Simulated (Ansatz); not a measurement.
Start from PbTe in the rock salt structure (space group Fm-3m, No. 225; a = 6.3796 Å). Axes: x, y, z lie along the cube axes.

Level of theory: Ansatz (a quantum-chemistry and plane-wave program), LDA, PAW, cutoff 420 eV, no spin-orbit coupling.

It is then changed as follows: a pure shear with ε_xy = ε_yx = 0.0143; the atoms relax in the strained cell.

**Question.** Predict the stress tensor and what it implies for the stiffness.

**Answer.** Stress of the strained cell less that of the base (GPa, compression positive):
```
   0.01   -0.45    0.00
  -0.45    0.01    0.00
   0.00    0.00   -0.01
```

Then −Δσ/γ with γ = 2ε = 0.0286 gives secant stiffness values (nonlinear terms included at this strain): C66 ≈ 16 GPa.

Whether these cells are dynamically stable was not tested.
